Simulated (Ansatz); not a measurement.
Take WSe$_{2}$ in the 2H-MoS2 type structure (space group P6_3/mmc, No. 194; a = 3.231 Å, c = 12.411 Å; layered, stacked along the Cartesian z axis) as the base.

Perturbation: a free-standing slab of 2 layers (6 atoms, 3 a layer) is cut normal to the stacking axis, with 15 Å of vacuum and the in-plane cell relaxed.

Levels (all Ansatz, a program for electronic structure, PAW): PBEsol-D3(BJ) (420 eV, no spin-orbit coupling); HSE06 (420 eV, no spin-orbit coupling).

The geometry is relaxed with PBEsol-D3(BJ).

| Item | Value |
|---|---|
| PBEsol-D3(BJ) lowest conduction level above the VBM at special points | K 1.58 eV; M 2.40 eV; Γ 2.82 eV |

**Question.** Predict the lowest conduction level above the VBM at special points from HSE06.

**Answer.** The lowest conduction level above the VBM at special points changes from K 1.58 eV; M 2.40 eV; Γ 2.82 eV to K 2.08 eV; M 3.06 eV; Γ 3.47 eV.

Single points use the geometry relaxed with PBEsol-D3(BJ). HSE06 gaps are upper bounds (no full band path). The levels and masses belong to the bands next to the band gap. Stability against distortions was not tested. Labels are those of the standard path for the cell's own space group.
